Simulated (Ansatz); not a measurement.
The starting structures come from a database of crystals and need not be the phases stable at ambient conditions.

By PBEsol, the system below comes out a metal.

Data:

```yaml
crystal:
  lattice:
    - [3.95749, 0.00000, 0.00000]
    - [0.00000, 3.95749, 0.00000]
    - [1.97874, -1.97874, 3.93914]
  atoms:
    - { symbol: Re, position: [0.25000, 0.25000, 0.50000] }
    - { symbol: Re, position: [0.75000, 0.75000, 0.50000] }
    - { symbol: Re, position: [0.50000, 0.50000, 0.00000] }
    - { symbol: W, position: [0.00000, 0.00000, 0.00000] }
```

Space group of this cell: I4/mmm. The cell is taken as given; by PBEsol its mean pressure is -11.5 GPa.

The current flows along the normal of the first two printed cell vectors, the (001) plane of the conventional cell. No spin-orbit coupling; the value is a mean over 0.1 eV about the Fermi level.

Problem. Estimate the ballistic conductance per area that PBEsol in Ansatz (a program for electronic structure) returns for this system.

Solution. 1.5 × 10¹⁵ S/m² for both spins.
